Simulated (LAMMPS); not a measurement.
LAMMPS 22 Jul 2025, classical MD, Stillinger-Weber (Si.sw): Si, 32768 atoms.

```yaml
task: MD, nve
potential: Stillinger-Weber, Si.sw
copies_of_the_repeat_unit: 16×16×16
shape (slab and sphere leave vacuum in the box): bulk
temperature: 800 K
steps: 2000
timestep: 1 fs
neighbor_skin: 2 Å
neigh_modify: every 1 delay 0 check yes
thermo: 100
newton: on (default)
atom_modify sort (bins of 2 Å where set): 1000 (default)
comm_style: brick (default)
box: 86.9 × 86.9 × 86.9 Å
start: generated diamond lattice, warmed in an untimed run
compared_values: energy and forces of the first step, drift over the run
```

It runs on a single node (Arm Neoverse V2, 96 cores on 1 socket, no SMT, 1 L3 cache group).

Each time is the median wall time of two to five repeats, run one at a time on the otherwise empty machine; start-up is included. Processes are pinned to neighbouring cores unless said otherwise. Build: PyPI wheel: MPICH, OPENMP and OPT packages. Other compilers and libraries give other times. Scratch files lie in a memory file system. A preparatory run goes ahead and isn't timed.

Started as
```bash
# ahead of the timed run: OMP_NUM_THREADS=1 mpirun -np 48 lmp -in in.warm -log none -nocite
OMP_NUM_THREADS=1 mpirun -np 32 lmp -in in.lmp -log log.lammps -nocite
```
(32 ranks, suffix = none (plain styles) (default)) it takes 2.9 s and 0 neighbour list builds.

Q: What happens to the run time with 44 ranks × 2 threads, suffix = omp?

A: About 1.2 s (3 runs within 1 %): 2.3× as fast, on 88 cores in place of 32, so 1.2× the core-time. The largest move is in pair forces (Pair): 2.5 s to 0.84 s. What the program resolved moves too: grid of ranks from 2 by 4 by 4 to 2 by 2 by 11. Change in the result: energy equal as printed, forces on 48 atoms equal as printed, drift of the total energy equal as printed.
